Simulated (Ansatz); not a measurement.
A working Ansatz (a quantum-chemistry and plane-wave program) input for AlVCrC (P-3m1, 8 atoms in the cell) (DFT, PBEsol, plane waves, default PAW files made with PBE):

Ansatz 0.2 input:
```yaml
crystal:
  lattice:
    - [2.903583, 0.000000, 0.000000]
    - [-1.451791, 2.514576, 0.000000]
    - [0.000000, 0.000000, 12.970739]
  atoms:
    - { symbol: Al, position: [0.333333, 0.666667, 0.743270] }
    - { symbol: Al, position: [0.666667, 0.333333, 0.256730] }
    - { symbol: V, position: [0.666667, 0.333333, 0.912430] }
    - { symbol: V, position: [0.333333, 0.666667, 0.087570] }
    - { symbol: Cr, position: [0.333333, 0.666667, 0.417540] }
    - { symbol: Cr, position: [0.666667, 0.333333, 0.582460] }
    - { symbol: C, position: [0.000000, 0.000000, 0.500000] }
    - { symbol: C, position: [0.000000, 0.000000, 0.000000] }
kpoints:
  mp_grid:
    grid: [10, 10, 2]
hamiltonian:
  xc: pbesol
  pseudopotentials:
    kind: paw
scf:
  occupations:
    method: fermi_dirac
    width: 0.1
output:
  forces: true
  eigenvalues: true
  stress: true
```

The run converged in 9 iterations: free energy E − TS (on the zero of these files) -14014.5471 eV; Fermi level (on the code's own zero) 13.73 eV; pressure -10.90 GPa; largest force (vector length) 0.667 eV/Å. Each of these slips is then made, one at a time:

(1)
```diff
+magnetization:
+  spin_orbit: true
```

(2)
```diff
-    width: 0.1
+    width: 1.36
```

Task: What happens in each case?

Result: 
(1) Spin-orbit coupling without the non-collinear switch. The program stopped before any SCF iteration, with the message: Error: inconsistent input (magnetization.spin_orbit, magnetization.noncollinear): true requires noncollinear: true — spin–orbit coupling acts on 2-spinor wavefunctions; set both flags.

(2) A smearing width that is far too large. The run converged in 9 iterations without an error; against the sound input the free energy goes down by 2.12 eV/atom, the pressure goes from -10.90 to 19.50 GPa and the largest force goes from 0.667 to 0.795 eV/Å.

The starting cell comes from a database of computed structures (which also holds hypothetical and non-ambient phases and stackings), without a prior relaxation at this level. Its lattice was rescaled by a random factor within 2.5 % of one. Spin polarisation is off. In the base run, with a pressure of about -11 GPa the cell is away from its equilibrium volume at this level. Ansatz's pressure includes its estimate of the finite-basis (Pulay) stress.

Left out of this page: 2 runs of the series outside the window shown, repeating another row's setting, or not comparable; 1 run of the series stopped by limits of time or memory.
